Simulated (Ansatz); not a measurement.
Consider Nb in the bcc (W type) structure (space group Im-3m, No. 229; a = 3.273 Å; relaxed with 0.1 eV smearing).

Level of theory: plane-wave PAW DFT at the PBEsol level (Ansatz, a first-principles code, 420 eV), scalar-relativistic without spin-orbit coupling.

Base values:

* **Pressure**: 0.0 GPa

One thing is altered: every lattice vector is shortened by 1.00 %; the atoms relax in the strained cell.

Task: How does this affect the energy relative to the base and pressure?

Result: The energy rises by 9.1 meV/atom; the pressure goes from zero to 5.8 GPa.

Stability against distortions was not tested. The final runs are not spin-polarised.
